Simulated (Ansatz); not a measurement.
GeS (model structure, started from the 4H type, P6₃mc, No. 186, 8 atoms in the cell): lattice parameter a by level of theory

No measured value is used here.

```csv
level (code),value (Å)
PBE (Ansatz),4.622
PBEsol (Ansatz),?
PBE-D3(BJ) (Ansatz),4.626
```

Problem. Fill in the missing entries.

Solution. 
- PBEsol (Ansatz, a first-principles code), value (Å): 4.535

PBE-D3(BJ): a distance lies near a switch of the dispersion term, which can move the cell. Ansatz's density-functional and Hartree–Fock values are scalar-relativistic unless marked +SOC, with PAW data made under PBE.

A model structure was made by putting elements into a prototype or built by hand; it is no filed structure, need not be a known phase, and can be a saddle point held by its symmetry.
